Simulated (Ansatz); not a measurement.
Ansatz (a quantum-chemistry and plane-wave program) is run on CoSn (P6/mmm, 6 atoms in the cell), and the run fails. The aim is a self-consistent single point with DFT, PBE, plane waves, default PAW files.

Cell that was meant: a = 5.3247 Å, b = 5.3247 Å, c = 4.2504 Å, α = 90.00°, β = 90.00°, γ = 120.00°.

Part of the input:

Ansatz 0.2 input:
```yaml
    - { symbol: Sn, position: [0.333333, 0.666667, 0.500000] }
    - { symbol: Sn, position: [0.000000, 0.000000, 0.000000] }
basis:
  ecutwfc: 30
kpoints:
  mp_grid: { grid: [6, 6, 6] }
hamiltonian:
```

Log, with long lists cut:

```
Error: inconsistent input (basis.ecutwfc, kpoints): the smallest per-k basis holds n_pw = 33 plane waves (k-point 26, counted from 0 among those solved) but the deck needs at least 48 band(s) per channel, and no run solves more bands than the smallest per-k basis has plane waves; raise basis.ecutwfc until the smallest per-k basis, which caps the automatic band count, holds at least 48 plane waves
```

### Question
From the messages shown, name the fault and mend the input.

### Answer
The fault is this: a cutoff meant in Ry typed as a bare number, read as eV; here the program stops on it instead of giving results. To fix it, convert the value to the unit that the key expects. The program stopped before any SCF iteration.

An input that runs soundly differs in these lines (not the only fix; some lines may just follow from the change or write a value another way):
```diff
-  ecutwfc: 30
+  ecutwfc: 30.9 Ry
```

With that input, the run converged in 8 iterations: free energy E − TS (on the zero of these files) -33451.5878 eV; Fermi level (on the code's own zero) 14.33 eV; pressure -1.79 GPa (DFT, PBE, plane waves, default PAW files).

On the sound input: the starting cell comes from a database of computed structures (which also holds hypothetical and non-ambient phases and stackings), without a prior relaxation at this level. Its lattice was rescaled by a random factor within 2.5 % of one. Spin polarisation is off. Ansatz's pressure includes its estimate of the finite-basis (Pulay) stress.
